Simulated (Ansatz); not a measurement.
The starting structures come from a database of crystals and need not be the phases stable at ambient conditions.

Data:

```
InS
1.0
    4.08622     0.00000     0.00000
    0.00000    11.19883     0.00000
   -0.16785     0.00000     4.11383
In S
4 4
Direct
  0.95624   0.87678   0.06562
  0.04376   0.12322   0.93438
  0.54376   0.37678   0.43438
  0.45624   0.62322   0.56562
  0.99625   0.34907   0.99945
  0.00375   0.65093   0.00055
  0.50375   0.84907   0.50055
  0.49625   0.15093   0.49945
```

Space group of this cell: P2_1/c. The cell is taken as given; by PBEsol its mean pressure is -3.6 GPa.

Transport runs along the normal of the first two printed cell vectors.

No gap correction and no spin-orbit coupling; mid-gap values are interpolated between computed energies.

### Question
Give the band gap and the smallest decay constant κ at mid-gap that PBEsol (Ansatz, a program for electronic structure) yields.

### Answer
Gap 0.28 eV on a 8×4×8 mesh; κ = 0.082 1/Å, at the zone centre.
